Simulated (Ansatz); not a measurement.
## Effect of biaxial strain +3.00 %, plane normal [001], relaxed out of plane on Al2O3

The parent structure is Al₂O₃ in the corundum structure (space group R-3c, No. 167; a = 4.774 Å, c = 13.015 Å (hexagonal axes)). Axes: x lies along a and z along c of the hexagonal cell.

Now apply this change: tensile biaxial strain of 3.00 % in the plane normal to [001], as in epitaxy on a mismatched substrate; the out-of-plane cell vector and the atoms relax.

The values are results of Ansatz (a quantum-chemistry and plane-wave program), PBEsol, PAW, cutoff 420 eV, spin-orbit coupling left out, not measurements. Γ-centred 8×8×8 mesh, Fermi–Dirac width 0.05 eV.

The space group stays R-3c (No. 167) and the energy increases by 26 meV/atom. The pressure (mean of the normal stresses, compression positive) goes from zero to -10.17 GPa and the band gap shrinks by 0.91 eV to 5.12 eV. The gap character stays direct at Γ and the width of the top valence band goes up by 0.24 eV, from 0.63 eV to 0.87 eV. The electron mass changes from 0.40 mₑ along c, 0.37 mₑ across (at Γ) to 0.40 mₑ out of plane, 0.34 mₑ in plane (at Γ) and the valence-band top at Γ (three highest levels, from the VBM) changes from 0.00, -0.04, -0.04 eV to 0.00, -0.39, -0.39 eV. The out-of-plane strain comes out as -1.46 % and the ratio −ε⊥/ε∥ is 0.49.

Final structure (turned so that z lies along the plane normal):

```
CELL_PARAMETERS angstrom
      4.91699     0.00000     0.00000
      2.45850     4.25824     0.00000
      2.45850    -1.41941     4.27493
ATOMIC_POSITIONS crystal
  Al 0.70716 0.64642 0.93925
  Al 0.70716 0.14642 0.43925
  Al 0.29284 0.35358 0.06075
  Al 0.29284 0.85358 0.56075
  O  0.50000 0.44585 0.25000
  O  0.80415 0.75000 0.25000
  O  0.50000 0.55415 0.75000
  O  0.80415 0.94585 0.75000
  O  0.19585 0.25000 0.75000
  O  0.19585 0.05415 0.25000
```

Cost of the whole job for the changed cell (relaxation, final SCF and bands): roughly 90 core-seconds.

Effective masses come from finite differences of ±0.01 Å⁻¹. No phonon test of stability was made.
